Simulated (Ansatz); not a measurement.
This Ansatz (an electronic-structure program) input is the reference run, an 8-atom supercell of TiC in the rock salt structure (space group Fm-3m, No. 225) at its relaxed geometry, computed with r2SCAN in Ansatz (plane waves to 500 eV, PAW, spin-orbit coupling left out), earlier PAW set:

Ansatz 0.2 input:
```yaml
crystal:
  lattice:
    - [-4.328503599, 0, 0]
    - [0, 0, 4.328503599]
    - [0, 4.328503599, 0]
  atoms:
    - { symbol: C, position: [0, 0, 0] }
    - { symbol: C, position: [0.5, 0, 0.5] }
    - { symbol: C, position: [0.5, 0.5, 0] }
    - { symbol: C, position: [0, 0.5, 0.5] }
    - { symbol: Ti, position: [0.5, 0.5, 0.5] }
    - { symbol: Ti, position: [0, 0.5, 0] }
    - { symbol: Ti, position: [0, 0, 0.5] }
    - { symbol: Ti, position: [0.5, 0, 0] }
basis: { ecutwfc: 500, ecutrho_ratio: 4, xc_grid: 4, fft_grid_basis: typed }
kpoints: { mp_grid: { grid: [8, 8, 8] } }
hamiltonian:
  xc: r2scan
  dispersion: none
  pseudopotentials: { azcp: { folder: ./paw }, kind: paw }
scf: { occupations: { method: fermi_dirac, width: 0.05 }, convergence: { dr2_threshold: 0.0000000008 } }
output: { forces: true, stress: true }
checkpoint: { write: state.ck, write_every: 1000 }
```

### Question
Write the input for this change: one C atom is added in an open site, starting 1.69 Å from the nearest host atom, atoms relaxed at fixed cell.

### Answer
Ansatz 0.2 input:
```yaml
crystal:
  lattice:
    - [-4.328503599, 0, 0]
    - [0, 0, 4.328503599]
    - [0, 4.328503599, 0]
  atoms:
    - { symbol: C, position: [0, 0, 0] }
    - { symbol: C, position: [0.5, 0, 0.5] }
    - { symbol: C, position: [0.5, 0.5, 0] }
    - { symbol: C, position: [0, 0.5, 0.5] }
    - { symbol: Ti, position: [0.5, 0.5, 0.5] }
    - { symbol: Ti, position: [0, 0.5, 0] }
    - { symbol: Ti, position: [0, 0, 0.5] }
    - { symbol: Ti, position: [0.5, 0, 0] }
    - { symbol: C, position: [0.1666666667, 0.25, 0.25] }
basis: { ecutwfc: 500, ecutrho_ratio: 4, xc_grid: 4, fft_grid_basis: typed }
kpoints: { mp_grid: { grid: [8, 8, 8] } }
hamiltonian:
  xc: r2scan
  dispersion: none
  pseudopotentials: { azcp: { folder: ./paw }, kind: paw }
scf: { occupations: { method: fermi_dirac, width: 0.05 }, convergence: { dr2_threshold: 0.0000000009 } }
relax: { f_tol: 0.02, max_steps: 45 }
output: { forces: true, stress: true }
checkpoint: { write: state.ck, write_every: 1000 }
```
This is the input that was run; other choices of cell and start would serve too.

The cell is small, so the values are those of an ordered compound at a high defect concentration; dilute-limit values will differ. The defect started on the symmetric site and kept its symmetry, so it may sit on a saddle. The final runs are not spin-polarised. The defect cell is not spin-polarised.
